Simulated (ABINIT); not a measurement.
## A self-consistent single point of ZnCu (Pm-3m, 2 atoms in the cell) with ABINIT

Level of theory: PBEsol, PAW (JTH v2.0 PBE PAW, files made for PBE) (plane waves; ABINIT 10.0.3).

This input was run:

```
# ZnCu, JTH v2.0 PBE PAW
pp_dirpath "./"
pseudos "Cu.GGA_PBE-JTH.xml, Zn.GGA_PBE-JTH.xml"
acell 3*1.0
rprim
         5.6042001411    0.0000000000    0.0000000000
         0.0000000000    5.6042001411    0.0000000000
         0.0000000000    0.0000000000    5.6042001411
natom 2
ntypat 2
znucl 29 30
typat 1 2
xred
         0.0000000000    0.0000000000    0.0000000000
         0.5000000000    0.5000000000    0.5000000000
ecut 60 Ry
pawecutdg 120 Ry
pawxcdev 0
ixc -116133
occopt 6
tsmear 0.1 eV
nband 22
kptopt 1
ngkpt 8 8 8
nshiftk 1
shiftk 0.5 0.5 0.5
nstep 100
tolvrs 1.0e-11
prtwf 0
prtden 0
enunit 2
```

The program printed (abridged):

```
 Symmetries : space group Pm -3 m (#221); Bravais cP (primitive cubic)

 -outvars: echo values of preprocessed input variables --------
            acell      1.0000000000E+00  1.0000000000E+00  1.0000000000E+00 Bohr
             ecut      3.00000000E+01 Hartree
           enunit           2
              ixc     -116133
         kptrlatt        8    0    0      0    8    0      0    0    8
          kptrlen      4.48336011E+01
            natom           2
            nband          22
            ngfft          30      30      30
          ngfftdg          40      40      40
             nkpt          20
            nstep         100
             nsym          48
           ntypat           2
           occopt           6
        pawecutdg      6.00000000E+01 Hartree
         pawxcdev           0
            rprim      5.6042001411E+00  0.0000000000E+00  0.0000000000E+00
                       0.0000000000E+00  5.6042001411E+00  0.0000000000E+00
                       0.0000000000E+00  0.0000000000E+00  5.6042001411E+00
           shiftk      5.00000000E-01  5.00000000E-01  5.00000000E-01
          spgroup         221
           tolvrs      1.00000000E-11
           tsmear      3.67493254E-03 Hartree
            typat      1  2
           useylm           1
             xred      0.0000000000E+00  0.0000000000E+00  0.0000000000E+00
                       5.0000000000E-01  5.0000000000E-01  5.0000000000E-01
            znucl       29.00000   30.00000

== DATASET  1 ==================================================================

 Real(R)+Recip(G) space primitive vectors, cartesian coordinates (Bohr,Bohr^-1):
 R(1)=  5.6042001  0.0000000  0.0000000  G(1)=  0.1784376  0.0000000  0.0000000
 R(2)=  0.0000000  5.6042001  0.0000000  G(2)=  0.0000000  0.1784376  0.0000000
 R(3)=  0.0000000  0.0000000  5.6042001  G(3)=  0.0000000  0.0000000  0.1784376
 Unit cell volume ucvol=  1.7601145E+02 bohr^3
 Angles (23,13,12)=  9.00000000E+01  9.00000000E+01  9.00000000E+01 degrees

 Coarse grid specifications (used for wave-functions):

 getcut: wavevector=  0.0000  0.0000  0.0000  ngfft=  30  30  30
         ecut(hartree)=     30.000   => boxcut(ratio)=   2.17111

 Fine grid specifications (used for densities):

 getcut: wavevector=  0.0000  0.0000  0.0000  ngfft=  40  40  40
         ecut(hartree)=     60.000   => boxcut(ratio)=   2.04694

   1.40917608E+03                                ecore*ucvol(ha*bohr**3)

_setup2: Arith. and geom. avg. npw (full set) are    1381.719    1381.703

--- !BeginCycle
solver: {iscf: 17, nstep: 100, nline: 4, wfoptalg: 10, }
tolerances: {tolvrs: 1.00E-11, }
...

     iter   Etot(hartree)      deltaE(h)  residm     nres2
 ETOT  1  -253.88810900391    -2.539E+02 5.591E+01 8.646E+01
 ETOT  2  -265.10577212728    -1.122E+01 4.632E+00 1.416E+03
 ETOT  3  -262.64681475669     2.459E+00 9.671E-01 1.911E+02
 ETOT  4  -262.13261821033     5.142E-01 1.085E+00 5.667E+01
 ETOT  5  -262.18167741600    -4.906E-02 2.146E-01 5.742E+00
 ETOT  6  -262.19617080732    -1.449E-02 1.953E-01 8.975E+00
   [... 20 lines left out ...]
 ETOT 27  -262.15926204637     8.367E-10 4.988E-05 2.475E-08
 ETOT 28  -262.15926204672    -3.406E-10 4.908E-05 4.147E-08
 ETOT 29  -262.15926204662     9.487E-11 4.673E-05 1.815E-09
 ETOT 30  -262.15926204662    -3.467E-12 3.881E-05 4.734E-10
 ETOT 31  -262.15926204663    -2.956E-12 4.436E-05 9.771E-12

 At SCF step   31       nres2   =  9.77E-12 < tolvrs=  1.00E-11 =>converged.

 Cartesian components of stress tensor (hartree/bohr^3)
  sigma(1 1)=  2.44151264E-04  sigma(3 2)=  0.00000000E+00
  sigma(2 2)=  2.44151264E-04  sigma(3 1)=  0.00000000E+00
  sigma(3 3)=  2.44151264E-04  sigma(2 1)=  0.00000000E+00

 ----iterations are completed or convergence reached----

 reduced coordinates (array xred) for    2 atoms
       0.000000000000      0.000000000000      0.000000000000
       0.500000000000      0.500000000000      0.500000000000
 cartesian forces (eV/Angstrom) at end:
    1     -0.00000000000000    -0.00000000000000    -0.00000000000000
    2     -0.00000000000000    -0.00000000000000    -0.00000000000000
 frms,max,avg= 0.0000000E+00 0.0000000E+00   0.000E+00  0.000E+00  0.000E+00 e/A
 length scales=  1.000000000000  1.000000000000  1.000000000000 bohr
              =  0.529177208590  0.529177208590  0.529177208590 angstroms
 Fermi (or HOMO) energy (hartree) =   0.34536   Average Vxc (hartree)=  -0.42320
 Eigenvalues (hartree) for nkpt=  20  k points:
 kpt#   1, nband= 22, wtk=  0.01563, kpt=  0.0625  0.0625  0.0625 (reduced coord)
  -3.79998   -2.23880   -2.23879   -2.23879   -0.02819    0.05797    0.05797    0.08082
   0.08082    0.08144    0.21195    0.21195    0.23902    0.24098    0.24098    0.54376
   0.54376    0.54865    0.78060    0.78060    0.81111    1.10241
      occupation numbers for kpt#   1
   2.00000    2.00000    2.00000    2.00000    2.00000    2.00000    2.00000    2.00000
   2.00000    2.00000    2.00000    2.00000    2.00000    2.00000    2.00000    0.00000
   0.00000    0.00000    0.00000    0.00000    0.00000    0.00000
 prteigrs : prtvol=0 or 1, do not print more k-points.

 Fermi (or HOMO) energy (eV) =   9.39779   Average Vxc (eV)= -11.51587
 Eigenvalues (   eV  ) for nkpt=  20  k points:
 kpt#   1, nband= 22, wtk=  0.01563, kpt=  0.0625  0.0625  0.0625 (reduced coord)
-103.40282  -60.92074  -60.92069  -60.92069   -0.76705    1.57748    1.57748    2.19921
   2.19921    2.21601    5.76745    5.76745    6.50413    6.55737    6.55737   14.79635
  14.79635   14.92963   21.24112   21.24112   22.07138   29.99801
 prteigrs : prtvol=0 or 1, do not print more k-points.

--- !EnergyTerms
comment             : Components of total free energy in Hartree
kinetic             :  1.75298898720170E+01
hartree             :  5.92962869604858E+01
xc                  : -4.49358407689810E+00
Ewald energy        : -1.60461616661455E+02
psp_core            :  8.00616158526578E+00
local_psp           : -1.65960071795802E+02
spherical_terms     : -1.60763694647702E+01
internal            : -2.62159303581157E+02
'-kT*entropy'       :  3.89374643616095E-05
total_energy        : -2.62159264643693E+02
total_energy_eV     : -7.13371638267484E+03
...

-Cartesian components of stress tensor (GPa)         [Pressure= -7.1832E+00 GPa]
- sigma(1 1)=  7.18317696E+00  sigma(3 2)=  0.00000000E+00
- sigma(2 2)=  7.18317696E+00  sigma(3 1)=  0.00000000E+00
- sigma(3 3)=  7.18317696E+00  sigma(2 1)=  0.00000000E+00

 Calculation completed.
```

The run converged in 31 iterations.

The starting cell comes from a database of published, mostly measured structures (it also holds non-ambient and calculated ones), without a prior relaxation at this level. Its lattice was rescaled by a random factor within 2.5 % of one. Spin polarisation is off. The potentials were made for another functional than the one used. With a pressure of about -7 GPa the cell is away from its equilibrium volume at this level.

Cost on one core of a shared machine: roughly 2 min.
